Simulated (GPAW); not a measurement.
Input and output of a self-consistent single point for Ba2PdO3 (Immm, 6 atoms in the cell) (GPAW).

Computed with PBEsol, GPAW PAW datasets PBEsol (made by gpaw-setup) (plane waves; GPAW).

The change in words: lattice scaled by 0.98. Reference geometry:
```xyz
6
Lattice="-1.9397 2.0575 6.6857 1.9397 -2.0575 6.6857 1.9397 2.0575 -6.6857" Properties=species:S:1:pos:R:3 pbc="T T T"
Ba     0.0000     0.0000     8.6285
Ba     0.0000     0.0000     4.7430
Pd     0.0000     0.0000     0.0000
O      0.0000     0.0000    11.3095
O      0.0000     0.0000     2.0620
O      0.0000     2.0575     0.0000
```

Reference input (self-consistent single point, DFT PBEsol, plane waves, GPAW PAW datasets PBEsol (made by gpaw-setup)): mode = pw; ecut = 950 eV; xc = PBEsol; kpts = 6 6 6; mesh shift (steps) = 0 0 0; occupations.name = fermi-dirac; occupations.width = 0.1 eV; nbands = -12; symmetry.symmorphic = false; symmetry.tolerance = 0.0005; maxiter = 100. This run's input differs from it in these lines:

```diff
@@ -5,5 +5,5 @@
 atoms = Atoms(['Ba', 'Ba', 'Pd', 'O', 'O', 'O'],
-              cell=[[-1.939740, 2.057510, 6.685745],
-                    [1.939740, -2.057510, 6.685745],
-                    [1.939740, 2.057510, -6.685745]],
+              cell=[[-1.900945, 2.016360, 6.552030],
+                    [1.900945, -2.016360, 6.552030],
+                    [1.900945, 2.016360, -6.552030]],
               scaled_positions=[[0.645290, 0.645290, 0.000000],
```

The program printed (abridged):

```
     iter     time        total  log10-change:
                         energy   eigst   dens
iter:   1 --:--:--   -47.721586
iter:   2 --:--:--   -43.650093   -0.79  -1.05
iter:   3 --:--:--   -37.619758   -0.40  -1.12
iter:   4 --:--:--   -37.453189   -1.22  -1.34
iter:   5 --:--:--   -37.503241   -1.59  -1.40
iter:   6 --:--:--   -37.305228   -1.70  -1.61
iter:   7 --:--:--   -37.080133   -1.78  -1.76
iter:   8 --:--:--   -37.073013   -3.33  -2.17
iter:   9 --:--:--   -37.069699c  -3.64  -2.35
iter:  10 --:--:--   -37.069579c  -3.98  -2.56
iter:  11 --:--:--   -37.069335c  -5.16  -2.72
iter:  12 --:--:--   -37.069380c  -3.99  -2.75
iter:  13 --:--:--   -37.069021c  -4.77  -2.95
   [... 4 lines left out ...]
iter:  18 --:--:--   -37.069202c  -6.21  -3.63
iter:  19 --:--:--   -37.069186c  -6.64  -3.80
iter:  20 --:--:--   -37.069152c  -6.27  -3.86
iter:  21 --:--:--   -37.069127c  -6.61  -3.93
iter:  22 --:--:--   -37.069119c  -6.69  -4.08c
iter:  23 --:--:--   -37.069122c  -7.34  -4.20c
iter:  24 --:--:--   -37.069125c  -8.01c -4.46c
Converged after 24 iterations.

Dipole moment: (-0.000000, -0.000000, 0.000000) |e|*Ang

Energy contributions relative to reference atoms: (reference = -585643.957049)

Kinetic:        +38.307755
Potential:      -37.342361
External:        +0.000000
XC:             -38.419309
Entropy (-ST):   -0.033907
Local:           +0.401744
SIC:             +0.000000
--------------------------
Free energy:    -37.086078
Extrapolated:   -37.069125

Showing only first 2 kpts
 Kpt  Band  Eigenvalues  Occupancy
  0    25      7.69484    1.99974
  0    26      7.88525    1.99829
  0    27      8.69296    0.53195
  0    28     10.94575    0.00000

  1    25      7.40642    1.99999
  1    26      7.60394    1.99990
  1    27      8.91562    0.07525
  1    28     11.69112    0.00000

Fermi level: 8.59144

No gap
   [... lines left out ...]
  0 Ba    0.00000    0.00000    0.05768
  1 Ba    0.00000    0.00000   -0.05768
  2 Pd    0.00000    0.00000    0.00000
  3 O     0.00000    0.00000   -0.33092
  4 O     0.00000    0.00000    0.33092
  5 O     0.00000    0.00000    0.00000

Stress tensor:
    -0.014864    -0.000000    -0.000000
    -0.000000    -0.026328    -0.000000
    -0.000000    -0.000000    -0.027464
Stress (GPa, Voigt): [-2.3814 -4.2182 -4.4002 -0.     -0.     -0.    ]
```

The run converged in 24 iterations. GPAW prints stress with tension positive. Against the reference run the free energy rises by 1.8 meV/atom and the largest force goes from 0.049 to 0.331 eV/Å.

At such cutoffs GPAW's stress carries a finite-basis (Pulay) error, which enters relaxed cells too; its log prints stress with tension positive.

The starting cell comes from a database of computed structures (which also holds hypothetical and non-ambient phases and stackings), without a prior relaxation at this level. For this run, on top of that: lattice scaled by 0.98. Spin polarisation is off.

Cost on one core of a shared machine: roughly 10 min.
